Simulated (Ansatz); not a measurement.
# Defect calculation: B_W in bcc W

Computed with PBE, PAW (plane waves to 420 eV; Ansatz, a program for electronic structure). Set-up: 54-site cell; 4×4×4 shifted k-points; start: the W site; no spin–orbit coupling; energies good to tenths of an eV; the relaxation kept the symmetry of the starting site.

Neighbours after relaxation, in Å: of the B atom: W 2.73, W 2.73, W 2.73, W 2.73, W 2.73, W 2.73, W 2.73, W 2.73 (the shell may go on).

Formation energies E_f are those of the neutral cell. Chemical conditions: host crystal and elements as references (Δμ(W) = 0.00 eV, Δμ(B) = 0.00 eV; B taken from its element, since no compound that bounds it was computed at this level; only phases computed here count, gases as isolated molecules at 0 K). Reference phases: B: alpha boron, W: bcc W.

```
charge         moment (μB)  point group  largest move off a lattice site (Å)  E_f, host crystal and elements as references (eV)
------  ------------------  -----------  -----------------------------------  -------------------------------------------------
0       not spin-polarised           Oh                                 0.03                                               2.85
```

Point groups are those of the whole cell at tolerances of 0.03 and 0.1 Å ("near" where only the looser one holds); none is given for unsettled states.

All states together cost around 9 core-minutes (rough).
